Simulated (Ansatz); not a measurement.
End structure of NH3 on the 1x1 (10-10) surface of wurtzite ZnO (cut with top plane O + Zn), one in a 2x1 cell, started at the site 'hollow O-O-Zn-Zn-Zn':

Host crystal: wurtzite ZnO, with a band gap (PBE, scalar-relativistic without spin-orbit coupling).

```xyz
36
Lattice="6.5590 0.0000 0.0000 0.0000 5.2938 0.0000 0.0000 0.0000 28.5000" Properties=species:S:1:pos:R:3 pbc="T T T"
O      1.6397     1.9980     9.5337
O      4.9192     1.9980     9.5337
Zn     1.6397     5.4592     9.8703
Zn     4.9192     5.4592     9.8703
O      0.0000     4.6170    10.4747
O      3.2795     4.6170    10.4747
Zn     0.0000     2.6193    10.3425
Zn     3.2795     2.6193    10.3425
O      0.0000     1.9680    12.3364
O      3.2795     1.9680    12.3364
Zn     0.0000     5.2726    12.4339
Zn     3.2795     5.2726    12.4339
O      1.6397     4.6064    13.3227
O      4.9192     4.6064    13.3227
Zn     1.6397     2.5965    13.2567
Zn     4.9192     2.5965    13.2567
O      1.6361     1.9572    15.1664
O      4.9147     1.9696    15.1856
Zn     1.6371     5.2465    15.2320
Zn     4.9159     5.2552    15.2341
O     -0.0022     4.6135    16.1577
O      3.2751     4.6140    16.1598
Zn     0.0157     2.6123    16.0924
Zn     3.2553     2.6128    16.0935
O      0.0149     1.9729    18.0238
O      3.2485     1.9737    18.0265
Zn    -0.0033     5.2506    18.1039
Zn     3.2719     5.2518    18.1083
O      1.6336     4.6369    19.0117
O      4.9147     4.6341    18.9772
Zn     1.6305     2.7171    18.9819
Zn     4.9121     2.8038    18.5494
N      1.6077     1.5072    20.6837
H      2.4183     1.6026    21.2960
H      0.7703     1.5897    21.2609
H      1.6228     0.5415    20.2377
```

Model: 36-atom slab, 9.4 Å thick at the start under the adsorbate (thin: gaps and levels are the slab's own), 3x3x1 mesh, Fermi-Dirac 0.01 eV, dipole correction, single point; no symmetry held, on the structure that PBE left; no spin, no spin-orbit, no U, no dispersion correction. At the end it is bonded to Zn. In PBE it is, or lies within 0.03 eV of, the lowest of the starts that converged; the order may differ at this level.

A negative adsorption energy means that the adsorbate is more stable on the surface than in its reference.

Task: Give the change of the step from the bottom to the top vacuum level, against the clean slab at the level HSE06, at the PBE geometry (Ansatz, an electronic-structure program).

Result: -2.09 eV

Task: Give the adsorption energy against NH3(g) at the same level at the level HSE06, at the PBE geometry.

Result: -1.05 eV
